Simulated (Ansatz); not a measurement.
Cr$_{2}$AlC (P6_3/mmc), Ansatz (an electronic-structure program) with PBEsol, DFPT electron-phonon coupling, linearised Boltzmann equation: phonon-limited resistivity 31.5 μΩ·cm at 300 K along z (a = (2.81, 0.00, 0.00) Å; b = (-1.41, 2.43, 0.00) Å; c = (0.00, 0.00, 12.59) Å), 46.2 μΩ·cm at 400 K, current-weighted mean free path 7.1 nm, Drude plasma energy 2.49 eV.

**Question.** Estimate the resistivity of a 80 nm square wire with diffuse walls from ρ ≈ ρ₀(1 + 3ℓ/4d).

**Answer.** 1 + 0.75 × 7.1/80 = 1.07, so ρ ≈ 33.6 μΩ·cm and a line 1 μm long has 52.5 Ω. The formula is the free-electron limit for d well above ℓ; grain boundaries add to it.

**Question.** What temperature coefficient of resistance follows, and how does it compare with 1/T?

**Answer.** (ρ₄₀₀ − ρ₃₀₀)/(100 K × ρ₃₀₀) = 4.67×10⁻³ K⁻¹, against 1/T = 3.33×10⁻³ K⁻¹ for a resistivity proportional to T. It lies higher because phonons are still being populated at 300 K; impurities would add a constant and lower it.

**Question.** What is the classical skin depth at 1 GHz (nonmagnetic, μ₀ = 1.257×10⁻⁶ H/m)?

**Answer.** δ = √(ρ/(π f μ₀)) = 8930 nm.

A metal at this level (no band gap). Only scattering by harmonic phonons is included (no impurities, grain boundaries, electron-electron scattering or thermal expansion). Spin-orbit coupling is left out. Halving the electron mesh (36x36x8) moves the resistivity by up to 5 % at 300 K, the mean free path by up to 3 %. Smearing 0.20 eV; phonons on a 6x6x1 q mesh, which this run doesn't test.

Computed structure with no diffraction record at hand here (it may be known, metastable or hypothetical): Cr2AlC (P6_3/mmc). Treated as nonmagnetic (a ferromagnetic start lost its moment, other orders weren't tried): Cr2AlC (P6_3/mmc).
